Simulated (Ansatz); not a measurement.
A calculation on CsCl-type PdIn returned lattice constant a 3.214 Å, bulk modulus 150 GPa, formation enthalpy -0.541 eV/atom.

**Question.** Which level of theory produced these numbers?
A. HSE06-D3(BJ) (Ansatz, a first-principles code)
B. LDA (Ansatz)
C. r²SCANh (Ansatz)
D. BLYP (Ansatz)

**Answer.** B, LDA (Ansatz)

The others give: r²SCANh 3.259 Å, 136 GPa, -0.667 eV/atom; HSE06-D3(BJ) 3.213 Å, 154 GPa, -0.794 eV/atom; BLYP 3.391 Å, 82.4 GPa, -0.375 eV/atom.

Unless a cell is named, each level is at its own relaxed cell (BLYP 19.49, HSE06-D3(BJ) 16.58, LDA 16.61, r²SCANh 17.31 Å³/atom).

The crystal itself was run without spin with r²SCANh, HSE06-D3(BJ), BLYP, LDA; a magnetic state was not tried in these runs.

Caveats: an element that serves as reference has a cell well above its measured volume (BLYP); the cell is over a tenth larger than the published one: the level's own overestimate first of all, though another phase or state, or a fault of the published cell, is possible (BLYP). Ansatz's density-functional and Hartree–Fock values are scalar-relativistic unless marked +SOC, with PAW data made under PBE.
